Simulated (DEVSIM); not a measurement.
Schottky contact on p-type GaAs

System: Schottky contact on p-type GaAs, at 300 K.

| layer (left to right) | material | thickness (μm) | Na (cm⁻³) | τn (s) | τp (s) |
|---|---|---|---|---|---|
| 1 | GaAs | 0.910 | 2.2e16 | 8e-10 | 8e-10 |

Left contact: Schottky, work function 4.834 eV, emission velocity 3.7e6 cm/s. Right contact: ohmic. Voltage is applied to the left contact. Recombination: SRH at mid-gap, radiative, Auger. Mobility is μmin + (μ − μmin)/(1 + (N/Nref)^α).

The device is made up for the run: typed textbook-type constants, with dimensions and the other settings drawn at random. Values at 300 K.

```
parameter        GaAs
-------------  ------
gap (eV)        1.424
affinity (eV)    4.07
permittivity     12.9
Nc (cm⁻³)      4.7e17
Nv (cm⁻³)        9e18
μn (cm²/Vs)      8500
μp (cm²/Vs)       400
μn,min            500
μp,min             20
Nref,n           6e16
Nref,p         1.5e17
αn               0.39
αp               0.38
B (cm³/s)       2e-10
Cn (cm⁶/s)      1e-30
Cp (cm⁶/s)      1e-30
```

Model (solved in DEVSIM): 1D drift-diffusion, Boltzmann statistics, complete ionisation; no tunnelling, impact ionisation, image-force lowering or self-heating. Metal contacts follow the ideal Schottky-Mott rule: no Fermi-level pinning, no interface dipoles.

- Potential step across the device at zero bias: 0.505 V
- Largest field in the device at zero bias: 54000 V/cm
- Dark forward voltage at 1 A/cm²: 0.268 V
- Dark forward voltage at 100 A/cm²: 0.401 V

Small-signal capacitance in reverse bias (quasi-static):

| V (V) | C (nF/cm²) |
|---|---|
| 0.1 | 59.0 |
| 0.25 | 52.6 |
| 0.5 | 45.4 |
| 0.75 | 40.5 |
| 1 | 36.9 |
| 1.5 | 31.9 |
| 2 | 28.5 |
| 2.5 | 26.0 |
| 3.25 | 23.2 |
| 4 | 21.2 |
| 5 | 19.2 |

Dark forward current:

```csv
V (V),J (A/cm²)
-0.05,-0.00020
-0.10,-0.0016
-0.15,-0.011
-0.20,-0.074
-0.25,-0.50
-0.30,-3.3
-0.35,-20
-0.40,-97
-0.45,-300
-0.50,-620
-0.55,-1000
-0.60,-1400
-0.65,-1900
-0.70,-2400
```
